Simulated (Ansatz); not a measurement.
The starting structures come from a database of crystals and need not be the phases stable at ambient conditions.

 Where the default PAW files enter, the runs use the earlier of Ansatz's two default sets.

**Evanescent states of TeO₂ (P4_12_12, not sure to be the ambient phase, 12 atoms a cell, 14.9 Å³ an atom) along the normal of (111)**

Computed with r2SCAN (plane waves, PAW; Ansatz, a quantum-chemistry and plane-wave program).

The gap is the functional's own. No spin-orbit coupling. Mid-gap values are interpolated on the energy grid.

Energies count from the valence-band top; κ is the least over a 6×4 mesh across the current.

```json
[
 {"E (eV)": "0.09", "κ (1/Å)": "0.193", "where": "off Γ"},
 {"E (eV)": "0.26", "κ (1/Å)": "0.263", "where": "Γ"},
 {"E (eV)": "0.42", "κ (1/Å)": "0.287", "where": "Γ"},
 {"E (eV)": "0.59", "κ (1/Å)": "0.306", "where": "Γ"},
 {"E (eV)": "0.77", "κ (1/Å)": "0.320", "where": "Γ"},
 {"E (eV)": "0.94", "κ (1/Å)": "(withheld)", "where": "Γ"},
 {"E (eV)": "1.10", "κ (1/Å)": "(withheld)", "where": "Γ"},
 {"E (eV)": "1.27", "κ (1/Å)": "(withheld)", "where": "Γ"},
 {"E (eV)": "1.45", "κ (1/Å)": "(withheld)", "where": "Γ"},
 {"E (eV)": "1.61", "κ (1/Å)": "(withheld)", "where": "Γ"},
 {"E (eV)": "1.78", "κ (1/Å)": "(withheld)", "where": "Γ"},
 {"E (eV)": "1.96", "κ (1/Å)": "(withheld)", "where": "Γ"},
 {"E (eV)": "2.12", "κ (1/Å)": "(withheld)", "where": "Γ"},
 {"E (eV)": "2.29", "κ (1/Å)": "(withheld)", "where": "Γ"},
 {"E (eV)": "2.46", "κ (1/Å)": "(withheld)", "where": "Γ"},
 {"E (eV)": "2.63", "κ (1/Å)": "0.317", "where": "Γ"},
 {"E (eV)": "2.81", "κ (1/Å)": "0.299", "where": "Γ"},
 {"E (eV)": "2.98", "κ (1/Å)": "0.271", "where": "off Γ"},
 {"E (eV)": "3.15", "κ (1/Å)": "0.228", "where": "off Γ"},
 {"E (eV)": "3.31", "κ (1/Å)": "0.160", "where": "off Γ"}
]
```

Q: Some entries are withheld; supply them.

A: 
- 0.94, κ (1/Å): 0.332
- 1.10, κ (1/Å): 0.341
- 1.27, κ (1/Å): 0.348
- 1.45, κ (1/Å): 0.352
- 1.61, κ (1/Å): 0.354
- 1.78, κ (1/Å): 0.354
- 1.96, κ (1/Å): 0.352
- 2.12, κ (1/Å): 0.347
- 2.29, κ (1/Å): 0.340
- 2.46, κ (1/Å): 0.330
